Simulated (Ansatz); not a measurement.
System: BBi (model structure, started from the zincblende type, F-43m, No. 216, 2 atoms in the cell). Method: G0W0@PBEsol (plane waves, hard PAW, contour deformation, complete-basis limit; Ansatz, an electronic-structure program).

Run with largest k mesh 10×10×10 (not extrapolated in the mesh).

Cell (relaxed with PBEsol):

```cif
data_BBi
_chemical_formula_sum 'Bi1 B1'
_space_group_name_H-M_alt 'P 1'
_space_group_IT_number 1
_cell_length_a 3.85542
_cell_length_b 3.85542
_cell_length_c 3.85542
_cell_angle_alpha 60.000
_cell_angle_beta 60.000
_cell_angle_gamma 60.000
loop_
_space_group_symop_operation_xyz
  'x, y, z'
loop_
_atom_site_label
_atom_site_type_symbol
_atom_site_fract_x
_atom_site_fract_y
_atom_site_fract_z
_atom_site_occupancy
Bi1 Bi 0.75000 0.75000 0.75000 1
B1 B 0.00000 0.00000 0.00000 1
```

### Question
Predict the band gap.

### Answer

* **band gap**: 0.84 eV

Note: filled d or f shells below the valence bands can shift G0W0 gaps through exchange with them, which wasn't tested here; the relaxation could raise the start's symmetry but not lower it, so the cell can be a saddle point; the gap holds a correction of -0.00 eV to the complete basis.

Spin–orbit coupling is not included; with these elements it can move the gap by several tenths of an eV or more.

Static lattice: no zero-point or thermal effects.

Computing time: very roughly 4 core-hours.

A model structure was made by putting elements into a prototype or built by hand; it is no filed structure, need not be a known phase, and can be a saddle point held by its symmetry.
